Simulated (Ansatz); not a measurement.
Functionals compared on a constructed model of the (100) surface of bcc Fe, ferromagnetic (in the relaxation 1 Fe–Zr bonds formed), a pseudomorphic layer of Zr in the host's stacking (bottom of the slab: a bare face, its two planes held), in Ansatz (plane waves, PAW). The structure was relaxed with PBE; the other rows are single points on it. Cutoff 420 eV.

Model: 7-atom slab, 9.6 Å thick at the start (thin: gaps and levels are the slab's own), 13x13x1 mesh, Fermi-Dirac 0.1 eV, dipole correction, 2 atoms held, the rest relaxed; symmetry of the start imposed; spin-polarised, ending with about 14.1 μB a cell; orders that need a larger cell were not tried, no spin-orbit, no U. It is one candidate, not shown to be the stable structure of the face. These notes are the PBE run's.

| functional | work function of the top face (eV) | magnetic moment of the cell (μB) | rough cost of the single point |
|---|---|---|---|
| PBE | 4.20 | 14.06 | – |
| RPBE | 4.03 | 14.34 | about 110 core-seconds (a rough figure) |

Ansatz is a quantum-chemistry and plane-wave program.
